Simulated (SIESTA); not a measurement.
## A self-consistent single point of SrAlGe (P-6m2, 3 atoms in the cell) with SIESTA

Level of theory: SIESTA with GGA PBEsol, numerical atomic orbitals DZP, PseudoDojo PBEsol standard norm-conserving potentials (rewritten from UPF to PSML).

Input:

```
# files in the folder: Sr.psml Al.psml Ge.psml (PseudoDojo PBEsol standard)
SystemName  SrAlGe
SystemLabel siesta

NumberOfAtoms                3
NumberOfSpecies              3
%block ChemicalSpeciesLabel
  1 38 Sr
  2 13 Al
  3 32 Ge
%endblock ChemicalSpeciesLabel
LatticeConstant              4.296520 Ang
%block LatticeVectors
     1.000000000    0.000000000    0.000000000
    -0.500000000    0.866025295    0.000000000
     0.000000000    0.000000000    1.112300187
%endblock LatticeVectors
AtomicCoordinatesFormat      ScaledCartesian
%block AtomicCoordinatesAndAtomicSpecies
     0.000000000    0.000000000    0.000000000  1
     0.500000500    0.288674810    0.556150094  2
    -0.000000500    0.577350485    0.556150094  3
%endblock AtomicCoordinatesAndAtomicSpecies

XC.functional                GGA
XC.authors                   PBEsol
PAO.BasisSize                DZP
PAO.EnergyShift              0.01 Ry
MeshCutoff                   400 Ry
%block kgrid.MonkhorstPack
    6   0   0  0.0
    0   6   0  0.0
    0   0   5  0.0
%endblock kgrid.MonkhorstPack
OccupationFunction           FD
ElectronicTemperature        50.0 meV

MaxSCFIterations             150
SCF.Mixer.Method             Pulay
SCF.Mixer.Weight             0.25
SCF.Mixer.History            6
SCF.DM.Tolerance             1.0E-05
Diag.ParallelOverK           true
WriteForces                  true
Charge.Mulliken              end
```

Output, abridged:

```
reinit: Reading from file input.fdf

reinit: System Name: SrAlGe
reinit: System Label: siesta

coor:   Atomic-coordinates input format  =     Cartesian coordinates
coor:                                          (in units of alat)

siesta: Atomic coordinates (Bohr) and species
siesta:      0.00000   0.00000   0.00000  1        1
siesta:      4.05963   2.34382   4.51552  2        2
siesta:     -0.00000   4.68765   4.51552  3        3

siesta: System type = bulk

initatomlists: Number of atoms, orbitals, and projectors:      3    40    54

siesta: ******************** Simulation parameters ****************************
redata: Spin configuration                          = none
redata: Time-Reversal Symmetry                      = T
redata: Number of Atomic Species                    =        3
redata: Mesh Cutoff                                 =   400.0000 Ry
redata: Net charge of the system                    =     0.0000 |e|
redata: Min. number of SCF Iter                     =        0
redata: Max. number of SCF Iter                     =      150
redata: SCF convergence failure will abort job
redata: SCF mix quantity                            = Hamiltonian
redata: Mix DM or H after convergence               =   F
redata: Recompute H after scf cycle                 =   F
redata: Mix DM in first SCF step                    =   T
redata: No kicks to SCF
redata: DM Mixing Weight for Kicks                  =     0.5000
redata: Require Harris convergence for SCF          =   F
redata: Harris energy tolerance for SCF             =     0.000100 eV
redata: Require DM convergence for SCF              =   T
redata: DM tolerance for SCF                        =     0.000010
redata: Require EDM convergence for SCF             =   F
redata: EDM tolerance for SCF                       =     0.001000 eV
redata: Require H convergence for SCF               =   T
   [... lines left out ...]
diag: Parallel distribution                         =     1 x     1
diag: Used triangular part                          = Lower
diag: Absolute tolerance                            =  0.100E-15
diag: Orthogonalization factor                      =  0.100E-05
diag: Memory factor                                 =  1.0000

superc: Internal auxiliary supercell:     7 x     7 x     5  =     245
superc: Number of atoms, orbitals, and projectors:    735   9800  13230

                        Single-point calculation

superc: Internal auxiliary supercell:     7 x     7 x     5  =     245
superc: Number of atoms, orbitals, and projectors:    735   9800  13230

outcell: Unit cell vectors (Ang):
        4.296520    0.000000    0.000000
       -2.148260    3.720895    0.000000
        0.000000    0.000000    4.779020

outcell: Cell vector modules (Ang)   :    4.296520    4.296520    4.779020
outcell: Cell angles (23,13,12) (deg):     90.0000     90.0000    120.0000
outcell: Cell volume (Ang**3)        :     76.4017
new_DM -- step:     1
Initializing Density Matrix...

Attempting to read DM from file... Failed...
DM filled with atomic data:

InitMesh: MESH = 48 x 48 x 60 = 138240
InitMesh: Mesh cutoff (required, used) =   400.000   435.639 Ry

stepf: Fermi-Dirac step function
        iscf     Eharris(eV)        E_KS(eV)     FreeEng(eV)     dDmax    Ef(eV) dHmax(eV)
   scf:    1    -3413.087961    -3419.292849    -3419.314492  1.593232 -3.985370  3.105768
   scf:    2    -3419.509939    -3419.407213    -3419.427859  0.061482 -3.946806  1.944572
   scf:    3    -3419.518210    -3419.470867    -3419.490272  0.086207 -3.896299  0.495696
   scf:    4    -3419.475821    -3419.473906    -3419.493996  0.029262 -3.892349  0.042293
   scf:    5    -3419.474016    -3419.473993    -3419.494092  0.003644 -3.896631  0.024135
   scf:    6    -3419.474062    -3419.474034    -3419.494100  0.002504 -3.894703  0.024496
   scf:    7    -3419.474089    -3419.474063    -3419.494110  0.001260 -3.894882  0.004699
   scf:    8    -3419.474049    -3419.474056    -3419.494110  0.000366 -3.894851  0.000928
   scf:    9    -3419.474058    -3419.474057    -3419.494110  0.000056 -3.894840  0.000027
   scf:   10    -3419.474057    -3419.474057    -3419.494110  0.000002 -3.894838  0.000020
SCF Convergence by DM+H criterion
max |DM_out - DM_in|         :     0.0000023517
max |H_out - H_in|      (eV) :     0.0000200049
SCF cycle converged after 10 iterations

Using DM_out to compute the final energy and forces

siesta: E_KS(eV) =            -3419.4741

siesta: E_KS - E_eggbox =     -3419.4741

siesta: Atomic forces (eV/Ang):
     1    0.000017   -0.000010    0.000000
     2   -0.000168    0.000098   -0.000000
     3    0.000149   -0.000086    0.000000
   Tot   -0.000002    0.000002    0.000000
   Max    0.000168
   Res    0.000087    sqrt( Sum f_i^2 / 3N )
   Max    0.000168    constrained

Stress tensor Voigt[x,y,z,yz,xz,xy] (kbar):      -31.62      -31.50      -23.61        0.00       -0.00        0.10
(Free)E + p*V (eV/cell)    -3418.1156
Target enthalpy (eV/cell)    -3419.4941

siesta: Program's energy decomposition (eV):
siesta: Ebs     =      -574.317759
siesta: Eions   =      4307.843778
siesta: Ena     =       746.917485
siesta: Ekin    =      2094.738627
siesta: Enl     =     -1132.270615
siesta: Eso     =         0.000000
siesta: Edftu   =         0.000000
siesta: DEna    =        21.312924
siesta: DUscf   =         0.574560
siesta: DUext   =         0.000000
siesta: Ex      =      -786.567319
siesta: Ec      =       -56.335942
siesta: Exc     =      -842.903261
siesta: Eharris =     -3419.474057
siesta: Etot    =     -3419.474057
siesta: FreeEng =     -3419.494110

siesta: Stress tensor (static) (eV/Ang**3):
siesta:    -0.019736    0.000065   -0.000000
siesta:     0.000065   -0.019661    0.000000
siesta:    -0.000000    0.000000   -0.014733

siesta: Cell volume =         76.401714 Ang**3

siesta: Pressure (static):
siesta:                Solid            Molecule  Units
siesta:           0.00019652          0.00019654  Ry/Bohr**3
siesta:           0.01804324          0.01804522  eV/Ang**3
siesta:          28.90846294         28.91163636  kBar

mulliken: Atomic and Orbital Populations:

Species: Sr
Atom  Qatom  Qorb
               4s      5s      5s      4py     4pz     4px     5py     5pz
               5px
   1  9.089   1.944   0.411   0.071   1.955   1.943   1.955   0.296   0.220
              0.296

Species: Al
Atom  Qatom  Qorb
               3s      3s      3py     3pz     3px     3py     3pz     3px
               3Pdxy   3Pdyz   3Pdz2   3Pdxz   3Pdx2-y2
   2  3.706   1.194   0.067   0.324   0.858   0.324   0.233  -0.049   0.233
              0.133   0.080   0.096   0.080   0.133

Species: Ge
Atom  Qatom  Qorb
               4s      4s      4py     4pz     4px     4py     4pz     4px
               3dxy    3dyz    3dz2    3dxz    3dx2-y2 4dxy    4dyz    4dz2
               4dxz    4dx2-y2
   3 14.205   0.941   0.304   0.624   1.293   0.624   0.171  -0.183   0.171
              1.996   2.008   1.998   2.008   1.996   0.040   0.068   0.037

              0.068   0.040

mulliken: Qtot =       27.000

Mulliken Atomic Populations:
Atom #   charge [q] valence [e]  Species
     1     0.910697    9.089303  Sr
     2    -0.705995    3.705995  Al
     3    -0.204701   14.204701  Ge
 Total     0.000000
```

The run converged in 10 iterations.

The starting cell comes from a database of computed structures (which also holds hypothetical and non-ambient phases and stackings), without a prior relaxation at this level. Values carry the incompleteness of an atom-centred basis.
